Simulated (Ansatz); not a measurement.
**Response to strain in ZnCu**

Take ZnCu in the CsCl type structure (space group Pm-3m, No. 221; a = 2.908 Å; relaxed with 0.1 eV smearing) as the base.

Strains are applied to the cell and any free atomic positions relax.

Computed with PBEsol (Ansatz, a program for electronic structure), no spin-orbit coupling.

Notes on the quantities. energy relative to the base: free energy F.

```tsv
isotropic strain (%)	energy relative to the base (meV/atom)
-5.54	182.0
-2.55	?
-2.01	20.7
-1.82	16.8
0	0.0
0.15	0.1
```

Q: Fit ΔE = Aε² + Bε³ (ε in %) to the rows shown and predict the withheld row.

A: Least squares on the printed values gives A = 4.66 and B = -0.23 meV/atom (largest residual 0.0 meV/atom); this predicts 34.1 meV/atom, and the run gives 34.1 meV/atom, in agreement.

Whether these cells are dynamically stable was not tested. All final runs are without spin polarisation.
